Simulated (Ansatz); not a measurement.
The parent structure is PtSe2 in the CdI2 type structure (space group P-3m1, No. 164; a = 3.731 Å, c = 5.256 Å; layered, stacked along the Cartesian z axis).

Calculations: r2SCAN+rVV10 (Ansatz, an electronic-structure program), without spin-orbit coupling.

Base values:

The lattice parameter a is 3.731 Å and the gap character comes out as absent. The c/a ratio is 1.409 and the band gap is zero.

Perturbation: hydrostatic tension (pressure −1 GPa).

Predict the new lattice parameter a.

The lattice parameter a drops by 0.011 Å, from 3.731 Å to 3.720 Å.

Estimate the effect on the gap character.

The gap character becomes indirect, Γ → k = (0, 0.286, -1/3) in the run's primitive reciprocal basis (base: absent).

Predict the new c/a ratio.

The c/a ratio rises by 0.107, from 1.409 to 1.516.

What happens to the band gap?

The band gap changes from zero to 0.34 eV.

Spin-orbit coupling, missing from the scalar runs, can matter with Pt. Load acts through the strain it causes; cell and atoms are relaxed under it. Whether these cells are dynamically stable was not tested. The final runs are not spin-polarised. The zero or small gap of PtSe2 can change with the level of theory.
